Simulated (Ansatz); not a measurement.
Start from NaI in the rock salt structure (space group Fm-3m, No. 225; a = 6.402 Å).

Method: PBEsol in Ansatz (plane waves to 420 eV, PAW, no SOC).

For the base:

| Quantity | Value |
|---|---|
| Density | 3.79 g/cm³ |
| Electron mass | 0.26 mₑ (at Γ) |
| Valley order | Γ 3.60 eV; X along ⟨100⟩ 4.47 eV; L along ⟨111⟩ 4.96 eV |

The change: a hydrostatic pressure of 0.3 GPa.

Task: Predict the new density.

Result: The density grows by 0.064 g/cm³ to 3.86 g/cm³.

Task: What happens to the electron mass?

Result: The electron mass changes from 0.26 mₑ (at Γ) to 0.25 mₑ (at Γ).

Task: What happens to the valley order?

Result: The valley order (the lowest conduction-band minima on the path, energy above the VBM, named in the base's zone) goes from Γ 3.60 eV; X along ⟨100⟩ 4.47 eV; L along ⟨111⟩ 4.96 eV to Γ 3.64 eV; X along ⟨100⟩ 4.48 eV; L along ⟨111⟩ 4.96 eV.

Spin-orbit coupling, missing from the scalar runs, can matter with I. The levels and masses belong to the bands next to the band gap. Load acts through the strain it causes; cell and atoms are relaxed under it. Masses are band curvatures over ±0.01 Å⁻¹ around the edge. No phonon test of stability was made.

Ansatz is an electronic-structure program.
